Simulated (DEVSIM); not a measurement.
System: illuminated Si p-on-n cell, one wavelength, at 300 K.

Layer 1 from the left is Si, thickness (μm) 0.170, Na (cm⁻³) 8.4e17, τn (s) 3.6e-8, τp (s) 7.8e-8, absorption coefficient (cm⁻¹) 5800. Layer 2 from the left is Si, thickness (μm) 73.0, Nd (cm⁻³) 5.9e15, τn (s) 2.1e-7, τp (s) 2.1e-7, absorption coefficient (cm⁻¹) 5800.

Left contact: ohmic, minority electron recombination velocity 7e5 cm/s. Right contact: ohmic, minority hole recombination velocity 1000 cm/s. Voltage is applied to the left contact. Recombination: SRH at mid-gap, radiative, Auger. Gap narrowing is on: ΔEg = 6.92 meV × (l + √(l² + 0.5)), l = ln(N/1.3e17 cm⁻³), shared equally by both band edges. Light enters at the left, 7.3e16 photons cm⁻² s⁻¹, one pass, no reflection. Mobility is μmin + (μ − μmin)/(1 + (N/Nref)^α).

This is a model device: material constants are rounded textbook-type values typed into the input, and sizes, dopings and lifetimes were drawn at random. Values at 300 K.

Si: gap (eV) 1.124, affinity (eV) 4.05, permittivity 11.7, Nc (cm⁻³) 2.86e19, Nv (cm⁻³) 3.1e19, μn (cm²/Vs) 1417, μp (cm²/Vs) 470, μn,min 52, μp,min 45, Nref,n 9.7e16, Nref,p 2.2e17, αn 0.68, αp 0.72, B (cm³/s) 4.7e-15, Cn (cm⁶/s) 2.8e-31, Cp (cm⁶/s) 9.9e-32.

Simulated with DEVSIM: 1D drift-diffusion, Boltzmann statistics, complete ionisation; no tunnelling, impact ionisation, image-force lowering or self-heating.

Dark forward current:

```tsv
|V| (V)	|J| (A/cm²)
0.05	2.731e-8
0.10	9.824e-8
0.15	2.998e-7
0.20	9.115e-7
0.25	2.972e-6
0.30	1.114e-5
0.35	5.048e-5
0.40	0.0002734
0.45	0.001671
0.50	0.01089
0.55	0.07219
0.60	0.4492
0.65	2.103
0.70	6.241
0.75	13.27
0.80	23.69
0.85	38.94
0.90	61.44
0.95	93.71
1.00	137.6
1.05	194.3
1.10	264.5
1.15	348.7
1.20	447.3
1.25	560.5
1.30	688.7
```

Problem. Work out the local ideality factor n = ΔV / (kT/q · ln(J2/J1)) between the rows 0.15 and 0.20 V, 0.50 and 0.55 V, 1.25 and 1.30 V.

Solution. kT/q = 25.85 mV. From 0.15 to 0.20 V: ln(9.115e-7/2.998e-7) = 1.112, n = 1.74. From 0.50 to 0.55 V: ln(0.07219/0.01089) = 1.891, n = 1.02, near the 1 of diffusion or emission over a barrier. From 1.25 to 1.30 V: ln(688.7/560.5) = 0.206, n = 9.39.

Problem. What current could the absorbed light give at most, and what share is collected?

Solution. Σ αd = 42.4, so qΦ(1 − exp(−Σ αd)) = 11.7 mA/cm². The simulated short-circuit current is 10.53 mA/cm², a share of 0.90.

Problem. Estimate the open-circuit voltage by superposition: the voltage at which the dark current equals that short-circuit current.

Solution. Interpolating ln J in the table gives 0.499 V. The simulation gives 0.499 V, the same within the digits that matter. Superposition holds where collection doesn't change with voltage.

Problem. Estimate the fill factor from FF0 = (v − ln(v + 0.72))/(v + 1), v = qVoc/(nkT), with n from the dark curve.

Solution. The rows about Voc, 0.45 and 0.50 V, give n = 1.03, so v = 18.7 and FF0 = 0.799. The simulation gives 0.791, the same within the digits that matter.
